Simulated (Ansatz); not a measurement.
## BaS, pressure series

The reference is BaS in the rock salt structure (space group Fm-3m, No. 225).

```yaml
crystal:
  lattice:
    - [0.00000, 3.21440, 3.21440]
    - [3.21440, 0.00000, 3.21440]
    - [3.21440, 3.21440, 0.00000]
  atoms:
    - { symbol: Ba, position: [0.00000, 0.00000, 0.00000] }
    - { symbol: S, position: [0.50000, 0.50000, 0.50000] }
```

Cell and atoms are relaxed at each pressure.

Computed with PBE (Ansatz, a quantum-chemistry and plane-wave program, PAW, no spin-orbit coupling).

Candidates:
(a) pressure 7.5 GPa
(b) pressure 0.3 GPa
(c) pressure 5 GPa

Base values:

| Item | Result |
|---|---|
| Band gap | 2.23 eV |

Task: Order them by band gap, lowest first.

Result: (a) pressure 7.5 GPa (2.00 eV), (c) pressure 5 GPa (2.07 eV), (b) pressure 0.3 GPa (2.22 eV)

Load acts through the strain it causes; cell and atoms are relaxed under it. Stability against distortions was not tested. No other phases were tried under pressure.
